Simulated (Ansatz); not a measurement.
The reference is BiB in the zinc blende structure (space group F-43m, No. 216; a hypothetical phase, not in the database extracts checked).

```xyz
2
Lattice="0.0000 2.7453 2.7453 2.7453 0.0000 2.7453 2.7453 2.7453 0.0000" Properties=species:S:1:pos:R:3 pbc="T T T"
Bi     1.3726     1.3726     1.3726
B      0.0000     0.0000     0.0000
```

Computed with DFT with r2SCAN, PAW potentials and a 500 eV plane-wave cutoff in Ansatz (a first-principles code), spin-orbit coupling left out.

For the base:

```
Item                                                Result
-----------------------------  ---------------------------
Width of the top valence band                      4.36 eV
Hole mass                      0.025, 0.21, 0.21 mₑ (at Γ)
Band gap                                           0.39 eV
Gap character                                  direct at Γ
```

Modification: a hydrostatic pressure of 9 GPa.

Task: What does the calculation give for the width of the top valence band, hole mass, band gap and gap character after the change?

Result: The width of the top valence band grows by 0.48 eV to 4.84 eV; the hole mass (degenerate bands, along [100]) changes from 0.025, 0.21, 0.21 mₑ (at Γ) to 0.067, 0.20, 0.20 mₑ (at Γ); the band gap rises by 0.407 eV (0.39 eV → 0.79 eV); the gap character changes from direct at Γ to indirect, Γ → Γ–X (80 % along).

Spin-orbit coupling, missing from the scalar runs, can matter with Bi. Load acts through the strain it causes; cell and atoms are relaxed under it. Effective masses come from finite differences of ±0.01 Å⁻¹. Whether these cells are dynamically stable was not tested. No other phases were tried under pressure.
